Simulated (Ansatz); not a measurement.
Be5Au (F-43m, No. 216), treated with r²SCAN (Ansatz, a program for electronic structure, plane waves, PAW).

Run with plane-wave cutoff 560 eV, 16×16×16 k mesh, Fermi–Dirac smearing 0.05 eV, scalar-relativistic PAW data made under PBE.

Cell (relaxed at this level):

```
CELL_PARAMETERS angstrom
      0.00000     3.04872     3.04872
      3.04872     0.00000     3.04872
      3.04872     3.04872     0.00000
ATOMIC_POSITIONS crystal
  Be 0.25000 0.25000 0.25000
  Be 0.62475 0.62475 0.62475
  Be 0.12575 0.62475 0.62475
  Be 0.62475 0.12575 0.62475
  Be 0.62475 0.62475 0.12575
  Au 0.00000 0.00000 0.00000
```

**Question.** Estimate the bulk modulus and pressure derivative B′ of the bulk modulus that the calculation returns.

**Answer.** 
- bulk modulus = 145 GPa
- pressure derivative B′ of the bulk modulus = 3.9

The run finds no gap.

Spin–orbit coupling is not included; it can shift volumes and moduli of such heavy elements.

Static lattice: no zero-point or thermal effects.
